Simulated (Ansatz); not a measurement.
Adsorption energy and surface dipole of H on the (0001) surface of wurtzite GaN (2x2 N adatom at H3; a constructed slab, bottom: 3 H on 4 bottom sites), one in a cell of 36 Å², started at the site 'top N', worked from the runs' numbers; total energies count from the potentials' own zero.

Host crystal: wurtzite GaN, with a band gap (PBE, scalar-relativistic without spin-orbit coupling).

Calculation: PBE (plane waves to 420 eV, PAW; Ansatz, a quantum-chemistry and plane-wave program).

Set-up: 45 atoms, 13.4 Å thick at the start with caps and adatoms under the adsorbate (thin: gaps and levels are the slab's own); mesh 4x4x1; 0.01 eV smearing; dipole correction on; 23 atoms held, the rest relaxed; start symmetry kept, larger cells not searched; spin-polarised, no spin-orbit, no U, no dispersion correction. The slab shows no gap over 0.04 eV on its mesh. The starting moment vanished. It is one chosen start, not shown to be the lowest state of the adsorbate.

```
quantity                                                            value
----------------------------------------------------------  -------------
slab with the adsorbate                                     -83802.803 eV
clean slab, same cell and mesh                              -83785.441 eV
reference, ½ H2(g)                                             -15.872 eV
area of the cell                                                 35.88 Å²
change of the step from the bottom to the top vacuum level      -2.072 eV
```

Q: What is the adsorption energy against this reference?

A: E(slab + adsorbate) − E(slab) − E(reference) = -1.49 eV, so in this state the adsorbate is more stable than in the reference, at a coverage of 2.79 a nm².
